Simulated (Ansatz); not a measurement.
System: B (model structure, started from the C4 type, I4₁32, No. 214, 4 atoms in the cell). Method: PBEsol (plane waves, PAW; Ansatz, an electronic-structure program).

Numerical settings: plane-wave cutoff 520 eV, 10×10×10 k mesh, Fermi–Dirac smearing 0.01 eV, scalar-relativistic PAW data made under PBE.

Cell (relaxed at this level):

```cif
data_B8
_chemical_formula_sum 'B8'
_space_group_name_H-M_alt 'I4132'
_space_group_IT_number 214
_space_group_name_Hall 'I 4bd 2c 3'
_cell_length_a 4.63302
_cell_length_b 4.63302
_cell_length_c 4.63302
_cell_angle_alpha 90.000
_cell_angle_beta 90.000
_cell_angle_gamma 90.000
loop_
_atom_site_label
_atom_site_type_symbol
_atom_site_symmetry_multiplicity
_atom_site_Wyckoff_symbol
_atom_site_fract_x
_atom_site_fract_y
_atom_site_fract_z
_atom_site_occupancy
B1 B 8 a 0.12500 0.12500 0.12500 1
```
(The calculation used a cell of 4 atoms; values per cell refer to that cell.)

Task: What does this level give for the band gap, smallest direct gap on the k points sampled and direct gap at Γ?

Result: 
- band gap = 1.41 eV (indirect)
- smallest direct gap on the k points sampled = 2.65 eV
- direct gap at Γ = 3.11 eV

Note: the relaxation could raise the start's symmetry but not lower it, so the cell can be a saddle point.

It cost about 6 core-seconds (a rough figure) of CPU time.

A model structure was made by putting elements into a prototype or built by hand; it is no filed structure, need not be a known phase, and can be a saddle point held by its symmetry.
